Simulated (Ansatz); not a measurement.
**fcc Ir (0 0 1) on zinc-blende GaP (0 0 1) (film strained to the substrate, started from cuts of the bulks and a machine-learned relaxation; slabs Ga6P5 and Ir12, which can lie off the formulas)**

A periodic stack without vacuum, fcc Ir (0 0 1) on zinc-blende GaP (0 0 1) (film strained to the substrate, started from cuts of the bulks and a machine-learned relaxation; slabs Ga6P5 and Ir12, which can lie off the formulas): substrate slab Ga6P5, film Ir12, surface cells [[1, 0], [1, 1]] and [[0, -1], [2, 1]], film strained by +0.6 and +0.6 %, outermost planes Ga/Ga and Ir/Ir as cut, which need not be the usual terminations and can put a slab off its formula.

The start was prepared with a machine-learned potential, and the result is one local minimum, with the in-plane cell held and forces under 0.04 eV/Å; the film can end far from its bulk form.

The numbers are results of PBE (plane waves to 420 eV, PAW; Ansatz, a program for electronic structure), not measurements. Scalar-relativistic, without spin–orbit coupling; the runs are not spin-polarised; PBE gaps are too small against experiment. Its k-point mesh 8×8×1, Fermi–Dirac width 0.05 eV.

| Item | Value |
|---|---|
| interface area | 15.2 Å² |
| period | 27.02 Å |
| heights between the nearest atoms of the two slabs at the two interfaces | 1.80 and 1.80 Å |
| Ga–Ir contacts across the interfaces within 1.22 times the sum of covalent radii | 8, mean 2.66 Å |
| hole barrier (PBE) | 0.35 eV |
| electron barrier (PBE) | 1.22 eV |

```
CELL_PARAMETERS angstrom
      3.89380    -0.00021    -0.09018
     -0.00022     3.89412    -0.04497
     -1.31366     0.31391    27.05681
ATOMIC_POSITIONS crystal
  Ga 0.97154 0.82195 0.13326
  Ga 0.41922 0.32149 0.02962
  Ga 0.07359 0.82203 0.33720
  Ga 0.52251 0.32186 0.23527
  Ga 0.17687 0.82185 0.54279
  Ga 0.62454 0.32198 0.43918
  P  0.94574 0.32193 0.08257
  P  0.04794 0.32204 0.28624
  P  0.49705 0.82189 0.18437
  P  0.14980 0.32188 0.48985
  P  0.59894 0.82200 0.38809
  Ir 0.24419 0.82199 0.67914
  Ir 0.74377 0.32189 0.67840
  Ir 0.70962 0.82187 0.60954
  Ir 0.21000 0.32189 0.61056
  Ir 0.31520 0.82172 0.82198
  Ir 0.81549 0.32167 0.82235
  Ir 0.77964 0.82187 0.75023
  Ir 0.27957 0.32185 0.75025
  Ir 0.38523 0.82182 0.96282
  Ir 0.88490 0.32181 0.96193
  Ir 0.85106 0.82178 0.89411
  Ir 0.35074 0.32178 0.89318
```
